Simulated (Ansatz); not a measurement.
# TiO2: pressure 10 GPa

The parent structure is TiO₂ in the anatase structure (space group I4_1/amd, No. 141; a = 3.770 Å, c = 9.552 Å).

Now apply this change: a hydrostatic pressure of 10 GPa.

Method: PBEsol in Ansatz (plane waves to 420 eV, PAW, no spin-orbit coupling). Settings: 12×12×12 k-points, 0.05 eV Fermi–Dirac smearing.

Volume per atom: 10.73 Å³ (base 11.31 Å³)
Density: 4.12 g/cm³ (base 3.91 g/cm³)
Lattice parameter a: 3.746 Å (base 3.770 Å)
c/a ratio: 2.450 (base 2.534)
Shortest interatomic distance: 1.904 Å (base 1.928 Å)
Enthalpy H = E + PV relative to the base's energy: +0.69 eV/atom
Band gap: 2.00 eV (base 2.11 eV)
Width of the top valence band: 0.99 eV (base 0.84 eV)

Cost of the whole job for the changed cell (relaxation, final SCF and bands): about 90 core-seconds (a rough figure).

Load acts through the strain it causes; cell and atoms are relaxed under it. Stability against distortions was not tested. Competing high-pressure phases were not computed. The base started in C2/c and relaxed to I4_1/amd at this level. All final runs are without spin polarisation.

Ansatz is a first-principles code.
